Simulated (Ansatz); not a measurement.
All values below come from PBE (plane waves to 420 eV, PAW; Ansatz, a first-principles code).

Electrostatic potential energy of an electron, averaged over planes parallel to the surface, in eV from the Fermi level, for the (111) surface of diamond, from a spin-polarised start, 2x2 C vacancy (bottom of the slab: 4 H on 4 bottom sites):

(z (Å), V (eV)): (3.85, 1.79); (4.15, 1.79); (4.44, 1.79); (4.74, 1.79); (5.04, 1.79); (5.33, 1.78); (5.63, 1.78); (5.93, 1.78); (6.22, 1.76); (6.52, 1.74); (6.81, 1.67); (7.11, 1.51); (7.41, 1.11); (7.70, 0.10); (8.00, -2.74); (8.30, -2.58); (8.59, -3.01); (8.89, -10.37); (9.19, -18.32); (9.48, -21.74); (9.78, -18.11); (10.07, -10.27); (10.37, -3.59); (10.67, -4.02); (10.96, -11.22); (11.26, -18.92); (11.56, -21.92); (11.85, -17.89); (12.15, -9.90); (12.44, -3.40); (12.74, -4.07); (13.04, -11.40); (13.33, -19.07); (13.63, -21.81); (13.93, -17.43); (14.22, -9.25); (14.52, -2.77); (14.81, -3.43); (15.11, -11.03); (15.41, -19.42); (15.70, -19.40); (16.00, -10.73); (16.30, -2.09); (16.59, 2.30); (16.89, 3.86); (17.19, 4.45); (17.48, 4.68); (17.78, 4.77); (18.07, 4.80); (18.37, 4.82); (18.67, 4.82); (18.96, 4.83); (19.26, 4.83); (19.56, 4.83); (19.85, 4.83); (20.15, 4.83)

Set-up: 35 atoms, 7.8 Å thick at the start with caps and adatoms (thin: gaps and levels are the slab's own); mesh 6x6x1; 0.025 eV smearing; dipole correction on; 8 atoms held, the rest relaxed; start symmetry kept, larger cells not searched; spin-polarised from one start with parallel moments (other orders not tried), ending with about 1.6 μB a cell, a value that depends on the mesh; orders that need a larger cell were not tried, no spin-orbit, no U. The slab shows no gap on its mesh. It is one candidate, not shown to be the stable structure of the face.

**Question.** The surface cell has an area of 22.09 Å². What dipole along the normal does the step between the two vacuum levels imply?

**Answer.** the top vacuum level lies 3.04 eV above the bottom one; p = −ε₀ A ΔV (ε₀ = 0.005526 e/(V·Å)) gives -0.37 e·Å a cell.
